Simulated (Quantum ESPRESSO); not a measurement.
**Equation of state of fluorite-structure AuAl2 (space group 225): energy against volume (Quantum ESPRESSO, PBEsol)**

```xyz
3
Lattice="0.0000 2.9129 2.9129 2.9129 0.0000 2.9129 2.9129 2.9129 0.0000" Properties=species:S:1:pos:R:3 pbc="T T T"
Al     1.4564     1.4564     1.4564
Al     4.3693     4.3693     4.3693
Au     0.0000     0.0000     0.0000
```

Method of the run: PBEsol, GBRV 1.5 ultrasoft (PBESOL) pseudopotentials (plane waves; Quantum ESPRESSO 7.5). Settings: ecutwfc = 52 Ry; ecutrho = 416 Ry; occupations = smearing; smearing = fd; degauss = 0.0036749 Ry; potentials = {Al: al_pbesol_v1.uspp.F.UPF, Au: au_pbesol_v1.uspp.F.UPF}; K_POINTS = automatic 17 17 17 0 0 0; conv_thr = 1e-10 Ry; mixing_beta = 0.3. The cell above is the first row's. The rows scale it uniformly. In all rows fractional positions and the k mesh are held. E is the free energy at the stated smearing, counted from the lowest row.

```
V (Å^3/atom)  E (meV/atom)
------------  ------------
16.477                   ?
16.835               30.34
17.194               13.85
17.552                3.97
17.910                0.00
18.268                1.29
18.626                7.28
18.985               17.44
19.343               31.31
```

Taking the third-order Birch-Murnaghan form, a cubic in V^(-2/3) for E over the 8 complete rows: With u = V^(-2/3) - 0.145, the rows have u = 0.007239, 0.005112, 0.003064, 0.001084, -0.000831, -0.002684, -0.004484, -0.006223. Least squares gives E = 0.126 - 845.36·u + 680604·u² + 1783078·u³. Residuals (row less fit): -0.009, 0.021, -0.007, -0.012, -0.007, 0.017, 0.000, -0.004; standard error 0.016 (degrees of freedom: 4). Its minimum lies at u = 0.000620, so V0 = (0.145620)^(-3/2) = 18.00. There d²E/du² = 1368000 and d³E/du³ = 1.070e7, so B0 = (4/9) × 18.00^(-7/3) × 1368000 × 0.160218 = 115 GPa (the last factor turns the table's units into GPa), and B0' = 4 + (2/3) × 0.145620 × (1.070e7)/1368000 = 4.8. The program's pressures in the fitted runs (not shown) pass through zero at V = 17.99, 0.01 % from this V0.

**Question.** What does the fit predict for E at V = 16.477, and how far is the calculated value from it?

**Answer.** u = 0.009436, so E = 0.126 - 845.36 × 0.009436 + 680604 × 0.009436² + 1783078 × 0.009436³ = 54.247 meV/atom. The calculation gives 54.24 meV/atom, 0.007 meV/atom below the prediction (under 0.05 % of the range of E in the table). The row lies outside the fitted rows, so this is an extrapolation. From the scatter of the fitted rows alone, a prediction at this place has a standard error of 0.048 meV/atom, so the miss is 0.1 times that.

Carrying the step between the two nearest rows on in a straight line would have given 46.78, off by 7.46; series whose last step already gives the withheld value aren't shown. The scan was laid around a cell of about the measured size, scaled by a guess for this functional. The runs keep the symmetry of the cell, so they don't test it for distortions. Spin-orbit coupling is off. Cutoffs and mesh are single choices, not tested for convergence of this quantity. Series with a scatter that would blur these digits, or in which a gap closes, are not shown. Nor are scans whose minimum lies at an end fitted in this form.
